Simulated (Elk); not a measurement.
Input and output of a self-consistent single point for Rh (Fm-3m, 1 atom in the cell) (Elk)

Level of theory: PBE, all-electron FP-LAPW, Elk's shipped species files, default APW+lo basis in Elk.

The input file:

```
tasks
  0

xctype
  20

rmtscf
  0.92

stype
  1

swidth
  0.00183747

maxscl
  100

scale
  1.889726125

avec
    0.0000000000    1.9029850000    1.9029850000
    1.9029850000    0.0000000000    1.9029850000
    1.9029850000    1.9029850000    0.0000000000

atoms
  1
  'Rh.in'
  1
  0.0000000000  0.0000000000  0.0000000000    0.0 0.0 0.0

ngridk
  12 12 12
```

Output, abridged:

```
│ Elk code version 10.2.4 │

All units are atomic (Hartree, Bohr, etc.)

│ Ground-state run starting from atomic densities │

Lattice vectors :
   0.000000000       3.596120470       3.596120470
   3.596120470       0.000000000       3.596120470
   3.596120470       3.596120470       0.000000000

Unit cell volume      :    93.01065273
Brillouin zone volume :    2.666901115

Muffin-tin inner radius fraction :   0.1000000000E-01

Nuclei treated as point charges

Species :    1 (Rh)
 parameters loaded from : Rh.in
 name : rhodium
 nuclear charge    :   -45.00000000
 electronic charge :    45.00000000
 atomic mass :    187585.2510
 muffin-tin radius :    2.392000000
 number of radial points in muffin-tin :    597
 atomic positions (lattice), magnetic fields (Cartesian) :
   1 :   0.00000000  0.00000000  0.00000000    0.00000000  0.00000000  0.00000000

Total number of atoms per unit cell :    1

Spin treatment :
 spin-unpolarised

Number of Bravais lattice symmetries :   48
Number of crystal symmetries         :   48
Crystal has inversion symmetry
Real symmetric eigensolver will be used

k-point grid :     12    12    12
k-point offset :    0.000000000       0.000000000       0.000000000
k-point set is reduced with full crystal symmetry group
Total number of k-points :       72

Muffin-tin radius times maximum |G+k| :    7.000000000
 using average radius
Maximum |G+k| for APW functions       :    2.926421405
Maximum (1/2)|G+k|²                   :    4.281971119
Maximum |G| for potential and density :    12.00000000
 potential will be trimmed for |G| > 2 gkmax
Constant for pseudocharge density :    7
Radial integration step length :    4

G-vector grid sizes :     20    20    20
Number of G-vectors :     2733

Maximum angular momentum used for
 APW functions                      :    8
 outer part of muffin-tin           :    6
 inner part of muffin-tin           :    1

Total nuclear charge    :   -45.00000000
Total core charge       :    28.00000000
Total valence charge    :    17.00000000
Total excess charge     :    0.000000000
Total electronic charge :    45.00000000

Effective Wigner radius, rₛ :   0.7902124291

Number of empty states         :    4
Total number of valence states :   13
Total number of core states    :   28

Total number of local-orbitals :   18

Exchange-correlation functional :     20     0     0
 Perdew-Burke-Ernzerhof, Phys. Rev. Lett. 77, 3865 (1996)
 gradient requirement :    1
 generalised gradient approximation (GGA)

Smearing type :    1
 Methfessel-Paxton order 1, Phys. Rev. B 40, 3616 (1989)
Smearing width :   0.1837470000E-02
Effective electronic temperature (K) :    580.2271348

Mixing type :    3
 Broyden mixing, J. Phys. A: Math. Gen. 17, L317 (1984)

Kohn-Sham potential initialised from atomic data

│ Self-consistent loop started │
│ Loop number : 1 │
 total energy                :     -4781.54537173
│ Loop number : 2 │
 total energy                :     -4781.77497976
RMS change in Kohn-Sham potential (target) :   0.1910469222     (  0.1000000000E-05)
Absolute change in total energy (target)   :   0.2296080298     (  0.1000000000E-03)
│ Loop number : 3 │
 total energy                :     -4782.34130949
RMS change in Kohn-Sham potential (target) :   0.1740559270     (  0.1000000000E-05)
Absolute change in total energy (target)   :   0.6237317455     (  0.1000000000E-03)
│ Loop number : 4 │
 total energy                :     -4782.58076596
RMS change in Kohn-Sham potential (target) :   0.1627581672     (  0.1000000000E-05)
Absolute change in total energy (target)   :   0.3953893978     (  0.1000000000E-03)
│ Loop number : 5 │
 total energy                :     -4783.83877182
RMS change in Kohn-Sham potential (target) :   0.8911876271E-01 (  0.1000000000E-05)
Absolute change in total energy (target)   :    1.356853214     (  0.1000000000E-03)
│ Loop number : 6 │
 total energy                :     -4784.88883526
RMS change in Kohn-Sham potential (target) :   0.2906406459E-01 (  0.1000000000E-05)
Absolute change in total energy (target)   :    1.389276748     (  0.1000000000E-03)
│ Loop number : 7 │
 total energy                :     -4785.34924849
RMS change in Kohn-Sham potential (target) :   0.1125262085E-02 (  0.1000000000E-05)
Absolute change in total energy (target)   :   0.8077324129     (  0.1000000000E-03)
│ Loop number : 8 │
 total energy                :     -4785.31512137
RMS change in Kohn-Sham potential (target) :   0.1208463259E-02 (  0.1000000000E-05)
Absolute change in total energy (target)   :   0.1678059820     (  0.1000000000E-03)
│ Loop number : 9 │
 total energy                :     -4785.30461148
RMS change in Kohn-Sham potential (target) :   0.1419275183E-02 (  0.1000000000E-05)
Absolute change in total energy (target)   :   0.3144160779E-01 (  0.1000000000E-03)
│ Loop number : 10 │
 total energy                :     -4785.33469733
RMS change in Kohn-Sham potential (target) :   0.1589120379E-03 (  0.1000000000E-05)
Absolute change in total energy (target)   :   0.3794625228E-01 (  0.1000000000E-03)
│ Loop number : 11 │
 total energy                :     -4785.33838050
RMS change in Kohn-Sham potential (target) :   0.1972004628E-04 (  0.1000000000E-05)
Absolute change in total energy (target)   :   0.1316973124E-01 (  0.1000000000E-03)
│ Loop number : 12 │
 total energy                :     -4785.33832601
RMS change in Kohn-Sham potential (target) :   0.1647144798E-04 (  0.1000000000E-05)
Absolute change in total energy (target)   :   0.3237940688E-02 (  0.1000000000E-03)
│ Loop number : 13 │
 total energy                :     -4785.33786674
RMS change in Kohn-Sham potential (target) :   0.7413208241E-06 (  0.1000000000E-05)
Absolute change in total energy (target)   :   0.3502159207E-03 (  0.1000000000E-03)
│ Loop number : 14 │
 total energy                :     -4785.33787116
RMS change in Kohn-Sham potential (target) :   0.4118485080E-06 (  0.1000000000E-05)
Absolute change in total energy (target)   :   0.9197633244E-04 (  0.1000000000E-03)
Convergence targets achieved

│ Loop number : 15 │

Energies :
 Fermi                       :     0.411757166938
 sum of eigenvalues          :     -2853.97967271
 electron kinetic            :      4987.57369235
 core electron kinetic       :      4837.12710637
 Coulomb                     :     -9633.87270128
 Coulomb potential           :     -7660.29834870
 nuclear-nuclear             :     -502.367860339
 electron-nuclear            :     -10602.7113332
 Hartree                     :      1471.20649225
 Madelung                    :     -5803.72352693
 xc potential                :     -181.255016366
 exchange                    :     -136.651953867
 correlation                 :     -2.38689390224
 total energy                :     -4785.33785670

Density of states at Fermi energy :    50.71926785
 (states/Hartree/unit cell)

Estimated indirect band gap :   0.8882876642E-03
 from k-point     21 to k-point     41
Estimated direct band gap   :   0.9611223393E-02
 at k-point     29

Charges :
 core                        :    28.00000000
 valence                     :    17.00000000
 interstitial                :    1.507712202
 muffin-tins (core leakage)
  species :    1 (Rh)
   atom    1                 :    43.49228780     (  0.7835725313E-07)
 total in muffin-tins        :    43.49228780
 total calculated charge     :    45.00247201
 total charge                :    45.00000000
 error                       :   0.2472010203E-02

│ Self-consistent loop stopped │
```

The run converged in 15 iterations. The count includes the last loop, which Elk runs after its targets are met.

The starting cell comes from a database of computed structures (which also holds hypothetical and non-ambient phases and stackings), without a prior relaxation at this level. Spin polarisation is off. Values depend on the basis (sphere radii, cutoffs, local orbitals), which need not be converged. The log's line on a gap gives a spacing of levels on this mesh, which the program prints for metals too.
